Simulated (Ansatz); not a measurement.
Os under a change: tensor shear ε_xz = +1.71 %

The reference is Os in the hcp (Mg type) structure (space group P6_3/mmc, No. 194; a = 2.7290 Å, c = 4.3091 Å; relaxed with 0.1 eV smearing). Axes: x lies along a and z along c of the hexagonal cell.

Modification: a pure shear with ε_xz = ε_zx = 0.0171; the atoms relax in the strained cell.

Computed with PBEsol in Ansatz (plane waves to 420 eV, PAW, scalar-relativistic without spin-orbit coupling). Γ-centred 24×24×14 mesh, Fermi–Dirac width 0.1 eV.

- Volume per atom: 13.89 Å³ (base 13.90 Å³)
- Energy relative to the base (free energy F): +14 meV/atom
- Band gap: zero (base zero)
- Stress (xx, yy, zz, yz, xz, xy; compression positive): (0.3, 0.2, 0.9, 0.0, -9.3, 0.0) GPa

Whether these cells are dynamically stable was not tested. The final runs are not spin-polarised.

Ansatz is a quantum-chemistry and plane-wave program.
